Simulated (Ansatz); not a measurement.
Base system: Si in the diamond structure (space group Fd-3m, No. 227).

```yaml
crystal:
  lattice:
    - [0.00000, 2.70105, 2.70105]
    - [2.70105, 0.00000, 2.70105]
    - [2.70105, 2.70105, 0.00000]
  atoms:
    - { symbol: Si, position: [0.00000, 0.00000, 0.00000] }
    - { symbol: Si, position: [0.25000, 0.25000, 0.25000] }
```

Cartesian axes are those of the cell as printed.

Computed with LDA (Ansatz, an electronic-structure program; PAW; 420 eV plane waves; no SOC).

It is then changed as follows: uniaxial strain ε_zz = −3.00 %, all other strain components held at zero, atoms relaxed at fixed cell.

Predict the stress tensor and what it implies for the stiffness.

Stress of the strained cell less that of the base (GPa, compression positive):
```
   2.18    0.00    0.00
   0.00    2.18    0.00
   0.00    0.00    4.91
```

Then −Δσ_ii/ε with ε = -0.0300 gives secant stiffness values (nonlinear terms included at this strain): C33 ≈ 164 GPa, C13 ≈ 73 GPa and C23 ≈ 73 GPa.

As a check, the harmonic strain energy −½ V₀ Δσ:ε is 9.1 meV/atom; the computed energy rise is 9.0 meV/atom.

Whether these cells are dynamically stable was not tested.
